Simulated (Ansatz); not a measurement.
**CsPbCl3 under a change: pressure 9 GPa**

Start from CsPbCl3 in the cubic perovskite structure (space group Pm-3m, No. 221; a = 5.619 Å).

Perturbation: a hydrostatic pressure of 9 GPa.

Computed with PBEsol (Ansatz, a first-principles code; PAW; 420 eV plane waves; no spin-orbit coupling). Γ-centred 6×6×6 mesh, Fermi–Dirac width 0.05 eV.

| quantity | base | changed | shift |
|---|---|---|---|
| volume per atom | 35.48 Å³ | 28.57 Å³ | -6.91 Å³ |
| density | 4.18 g/cm³ | 5.19 g/cm³ | +1.01 g/cm³ |
| lattice parameter a | 5.619 Å | 5.228 Å | -0.391 Å |
| shortest interatomic distance | 2.809 Å | 2.614 Å | -0.1956 Å |
| enthalpy H = E + PV relative to the base's energy | – | +1.76 eV/atom | – |
| band gap | 1.83 eV | 0.56 eV | -1.27 eV |
| gap character | direct at R | direct at R | – |
| width of the top valence band | 2.48 eV | 4.40 eV | +1.92 eV |
| electron mass (degenerate bands, along [100]) | 0.10, 0.83, 0.83 mₑ (at R) | 0.046, 0.61, 0.61 mₑ (at R) | – |
| hole mass | 0.17 mₑ (at R) | 0.053 mₑ (at R) | – |
| valley order (the lowest conduction-band minima on the path, energy above the VBM, named in the base's zone) | R along ⟨111⟩ 1.83 eV; Γ 3.24 eV | R along ⟨111⟩ 0.56 eV; Γ 1.84 eV | – |

Final structure:

```xyz
5
Lattice="5.2276 0.0000 0.0000 0.0000 5.2276 0.0000 0.0000 0.0000 5.2276" Properties=species:S:1:pos:R:3 pbc="T T T"
Cs     0.0000     0.0000     0.0000
Pb     2.6138     2.6138     2.6138
Cl     0.0000     2.6138     2.6138
Cl     2.6138     2.6138     0.0000
Cl     2.6138     0.0000     2.6138
```

Spin-orbit coupling, missing from the scalar runs, can matter with Pb. Load acts through the strain it causes; cell and atoms are relaxed under it. Effective masses come from finite differences of ±0.01 Å⁻¹. No phonon test of stability was made. No other phases were tried under pressure. Many cubic perovskites are stable only at high temperature; tilts and polar distortions were not tested. This is not the structure that CsPbCl3 has at room temperature and ambient pressure.
